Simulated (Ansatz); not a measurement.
By PBEsol, the system below comes out a metal.

Crystal: NbC (Fm-3m, rock salt, 2 atoms a cell, 11.5 Å³ an atom, -11 GPa at this level); planes in its conventional cell.

All values below come from PBEsol (plane waves, PAW; Ansatz, a quantum-chemistry and plane-wave program).

G/A = (e²/h) × open channels of both spins per area, as a mean over 0.1 eV about the Fermi level, without spin-orbit coupling, for the cells as given.

```csv
plane,area (Å²),G/A (10¹⁵ S/m²)
(110),14.4,1.0
(001),10.2,(withheld)
(111),8.8,(withheld)
```

Q: Fill in the missing entries.

A: 
- (001), G/A (10¹⁵ S/m²): 0.90
- (111), G/A (10¹⁵ S/m²): 1.1
